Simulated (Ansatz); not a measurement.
The starting structures come from a database of crystals and need not be the phases stable at ambient conditions.

The decay constant κ of evanescent states in the gap governs leakage through a thin film.

```xyz
4
Lattice="5.1556 0.0000 0.0000 0.0000 7.4053 0.0000 0.0000 3.7027 2.1377" Properties=species:S:1:pos:R:3 pbc="T T T"
Sr     0.3190     4.9369     0.0000
Sr     2.8968     2.4684     0.0000
O      2.9033     4.9369     0.0000
O      0.3255     2.4684     0.0000
```

Space group of this cell: P6_3mc. The cell is taken as given.

Transport runs along the normal of the first two printed cell vectors, the (110) plane of the conventional cell.

The gap is the functional's own. No spin-orbit coupling. Mid-gap values are interpolated on the energy grid.

### Question
Predict the band gap and the smallest decay constant κ at mid-gap from r2SCAN (Ansatz, a quantum-chemistry and plane-wave program).

### Answer
Gap 3.02 eV on a 6×14×14 mesh; κ = 0.333 1/Å, at the zone centre.
